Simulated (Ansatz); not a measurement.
The parent structure is Mg2Si (space group Fm-3m, No. 225).

```yaml
crystal:
  lattice:
    - [0.00000, 3.16298, 3.16298]
    - [3.16298, 0.00000, 3.16298]
    - [3.16298, 3.16298, 0.00000]
  atoms:
    - { symbol: Si, position: [0.00000, 0.00000, 0.00000] }
    - { symbol: Mg, position: [0.25000, 0.25000, 0.25000] }
    - { symbol: Mg, position: [0.75000, 0.75000, 0.75000] }
```

Cartesian axes are those of the cell as printed.

The values are results of PBEsol/PAW in Ansatz (a quantum-chemistry and plane-wave program), no spin-orbit coupling, not measurements.

Free-standing slabs (3 atom(s) a layer) normal to [111] with 15 Å of vacuum; in-plane cell held at bulk.

One change was made to it. Results:

```json
[
 {"quantity": "band gap", "base": "0.12 eV", "after": "0.67 eV"},
 {"quantity": "gap character", "base": "–", "after": "indirect, Γ → M"},
 {"quantity": "valence-band top at Γ (three highest levels, from the VBM)", "base": "0.00, 0.00, 0.00 eV", "after": "0.00, 0.00, -0.33 eV"}
]
```

Name the change that was made.
(A) 5 layers
(B) 4 layers
(C) 6 layers
(D) 1 layer
(E) 2 layers

E, 2 layers. For comparison, the band gap in the other runs: 1 layer gives 0.76 eV; 5 layers gives 0.32 eV; 6 layers gives 0.28 eV; 4 layers gives 0.38 eV.

Stability against distortions was not tested. A zero or small gap of Mg2Si can be the functional's error rather than a property of the material. k-point labels follow each cell's own Brillouin zone.
